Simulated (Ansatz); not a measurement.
For ScAg2 (I4/mmm, No. 139; structure not from a measured cell), LDA in Ansatz (PAW) gives:

```
Item                              Value
------------------------------  -------
equilibrium lattice constant a  3.463 Å
c axis length                   8.680 Å
```

**Question.** What does r²SCAN (PAW; Ansatz, a quantum-chemistry and plane-wave program) give for the same quantities?

**Answer.** 
- lattice constant a: 3.534 Å (goes up by 2.1 %)
- lattice parameter c: 8.916 Å (increases by 2.7 %)

Changes are worked out from the printed values.

Unless a cell is named, each level is at its own relaxed cell (LDA 17.35, r²SCAN 18.56 Å³/atom).

Caveats: the relaxation could not lower the start's symmetry, so the cell can be a saddle point above a distorted one (LDA, r²SCAN). Ansatz's density-functional and Hartree–Fock values are scalar-relativistic unless marked +SOC, with PAW data made under PBE.
